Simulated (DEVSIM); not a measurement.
Structure: W/SiON/n-Ge capacitor, at 400 K.

| layer (left to right) | material | thickness (nm) | Nd (cm⁻³) |
|---|---|---|---|
| 1 | SiON | 12.0 | - |
| 2 | Ge | 6200 | 9.3e15 |

Metal gate on the left, work function 4.6 eV. Fixed charge at the semiconductor interface -3.5e10 cm⁻² (in units of +e); interface traps 2.1e10 cm⁻² eV⁻¹, uniform in energy, neutral level at 0.3 of the gap above the valence band.

The device is made up for the run: typed textbook-type constants, with dimensions and the other settings drawn at random. Values at 300 K; Nc and Nv go as T^1.5, mobilities as T to minus their exponent, the gap by Varshni's rule with the affinity fixed.

| parameter | SiON | Ge |
|---|---|---|
| gap (eV) | 7 | 0.664 |
| affinity (eV) | 1.4 | 4 |
| permittivity | 5.5 | 16 |
| Nc (cm⁻³) | - | 1.04e19 |
| Nv (cm⁻³) | - | 6e18 |
| Varshni α (eV/K) | - | 0.000477 |
| Varshni β (K) | - | 235 |

Model (solved in DEVSIM): 1D Poisson equation in equilibrium, Boltzmann statistics, complete ionisation; no quantum confinement or tunnelling. Metal contacts follow the ideal Schottky-Mott rule: no Fermi-level pinning, no interface dipoles.

Base results: flat-band voltage (V) 0.36; minimum of the low-frequency capacitance (μF/cm²) 0.116; threshold voltage (band bending 2φF) (V) 0.17.

Problem. What follows from this one change: fixed charge -3.5e+10 → 5.65e+11 cm^-2?

Solution. flat-band voltage 0.36 → 0.12 V; minimum of the low-frequency capacitance little changed (0.114 μF/cm²); threshold voltage (band bending 2φF) 0.17 → -0.07 V.

Problem. What follows from this one change: substrate doping 9.3e+15 → 9.3e+14 cm^-3?

Solution. flat-band voltage 0.36 → 0.30 V; minimum of the low-frequency capacitance 0.116 → 0.106 μF/cm²; threshold voltage (band bending 2φF) 0.17 → 0.27 V.

Problem. What follows from this one change: gate work function 4.6 → 4.45 eV?

Solution. flat-band voltage 0.36 → 0.21 V; minimum of the low-frequency capacitance little changed (0.116 μF/cm²); threshold voltage (band bending 2φF) 0.17 → 0.02 V.
